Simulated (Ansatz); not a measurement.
Consider a periodic stack without vacuum, rock-salt MgO (0 0 1) on zinc-blende InAs (0 0 1) (film strained to the substrate, faces as cut): substrate slab As5In6, film Mg12O12, surface cells [[1, 0], [1, 1]] and [[0, -1], [2, 1]], film strained by +2.8 and +2.8 %, faces In/In and MgO/MgO as cut (like faces can put a slab off its formula). Its start:

```
In6Mg12As5O12
1.0
    4.37394     0.00000     0.00548
    0.00000     4.37394     0.00340
   -1.41842     0.75335    32.10953
As In Mg O
5 6 12 12
Direct
  0.04503   0.45145   0.09520
  0.09679   0.45221   0.28864
  0.56727   0.96604   0.19275
  0.19323   0.41970   0.48166
  0.63016   0.93580   0.38451
  0.05265   0.93357   0.14636
  0.53263   0.63828   0.05637
  0.11218   0.94386   0.33644
  0.58178   0.46022   0.24089
  0.03601   0.91263   0.52133
  0.68633   0.42755   0.43080
  0.81777   0.88369   0.69257
  0.31733   0.38373   0.69245
  0.29876   0.89492   0.62855
  0.79734   0.39503   0.62814
  0.85719   0.85970   0.82282
  0.35707   0.35962   0.82277
  0.33727   0.87194   0.75783
  0.83717   0.37188   0.75778
  0.89890   0.83579   0.95244
  0.39790   0.33502   0.95226
  0.37770   0.84756   0.88805
  0.87756   0.34771   0.88816
  0.31784   0.88306   0.69338
  0.81772   0.38312   0.69324
  0.79760   0.89482   0.62785
  0.29753   0.39476   0.62795
  0.35794   0.85897   0.82274
  0.85791   0.35913   0.82273
  0.83778   0.87106   0.75801
  0.33786   0.37103   0.75798
  0.39871   0.83502   0.95294
  0.89836   0.33546   0.95268
  0.87796   0.84774   0.88743
  0.37776   0.34741   0.88736
```

The start was prepared with a machine-learned potential, and the result is one local minimum, with the in-plane cell held and forces under 0.04 eV/Å; the film can end far from its bulk form.

The numbers are results of PBE (plane waves to 420 eV, PAW; Ansatz, a quantum-chemistry and plane-wave program), not measurements. Spin–orbit coupling is left out; PBE gaps are too small against experiment. Its k-point mesh 5×5×1, Fermi–Dirac width 0.05 eV.

Predict the relaxed interface.


- interface area = 19.1 Å²
- period = 30.39 Å
- gaps between the outermost planes at the two interfaces = 2.65 and 2.66 Å
- In–Mg contacts across the interfaces within 1.22 times the sum of covalent radii = 2, mean 3.11 Å
- spin-polarised check at this geometry = falls back to no moment
